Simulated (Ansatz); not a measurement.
Consider Ta$_{2}$O$_{5}$ (space group C2, No. 5; a cell from a computed database, its experimental status unchecked).

```
Ta2O5
1.0
    2.96222    -2.53816     0.00000
    2.96222     2.53816     0.00000
   -2.64989     0.00000     5.10193
Ta O
2 5
Direct
  0.23122   0.15098   0.29224
  0.84902   0.76878   0.70776
  0.63318   0.22415   0.65149
  0.77585   0.36682   0.34851
  0.24126   0.11196   0.95629
  0.88804   0.75874   0.04371
  0.27242   0.72758   0.50000
```

Computed with plane-wave PAW DFT at the PBEsol level (Ansatz, a program for electronic structure, 420 eV), no SOC.

Carriers are added at fixed cell with a uniform background; the Fermi–Dirac width is that of 300 K.

One change was made to it. Results:

| quantity | base | after |
|---|---|---|
| gap between the host's bands | 2.40 eV | 2.38 eV |
| gap character | indirect, Γ → V₂ | indirect, M₂ → V₂ |
| Fermi level relative to the doped band's edge (positive inside the band; to 0.05 eV) | – | +0.50 eV |

### Question
Which of these changes matches the shifts?
A) electrons 7.0×10^21 cm⁻³
B) holes 7.0×10^21 cm⁻³
C) holes 5.0×10^21 cm⁻³

### Answer
A, electrons 7.0×10^21 cm⁻³. For comparison, the gap between the host's bands in the other runs: holes 5.0×10^21 cm⁻³ gives 2.51 eV; holes 7.0×10^21 cm⁻³ gives 2.56 eV.

Carriers are added with a uniform compensating background; total energy and stress of such cells depend on the potential's zero and are not compared; many-body gap narrowing is missing at this level. With Ta present, leaving out spin-orbit coupling can change the band edges. Whether these cells are dynamically stable was not tested.
